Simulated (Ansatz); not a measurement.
## Pressure series in NaMgF3

Consider NaMgF$_{3}$ in the cubic perovskite structure (space group Pm-3m, No. 221; a = 3.8874 Å; a cell from a computed database, its experimental status unchecked).

Cell and atoms are relaxed at each pressure.

All numbers come from Kohn–Sham DFT with the r2SCAN functional, run in Ansatz (a program for electronic structure) with PAW and 500 eV plane waves, scalar-relativistic without spin-orbit coupling.

```csv
change,band gap,smallest direct gap,volume per atom
base,7.07 eV,7.52 eV,11.75 Å³
pressure −2 GPa,6.93 eV,7.38 eV,12.07 Å³
pressure −1 GPa,7.00 eV,7.45 eV,11.90 Å³
pressure 3 GPa,7.24 eV,7.71 eV,11.34 Å³
pressure 7 GPa,7.45 eV,7.93 eV,10.90 Å³
pressure 15 GPa,7.81 eV,8.30 eV,10.21 Å³
pressure 30 GPa,8.33 eV,8.85 eV,9.34 Å³
pressure 50 GPa,8.89 eV,9.42 eV,8.56 Å³
pressure 75 GPa,9.45 eV,9.99 eV,7.89 Å³
pressure 100 GPa,9.92 eV,10.46 eV,7.41 Å³
```

Load acts through the strain it causes; cell and atoms are relaxed under it. Whether these cells are dynamically stable was not tested. No other phases were tried under pressure. Many cubic perovskites are stable only at high temperature; tilts and polar distortions were not tested.
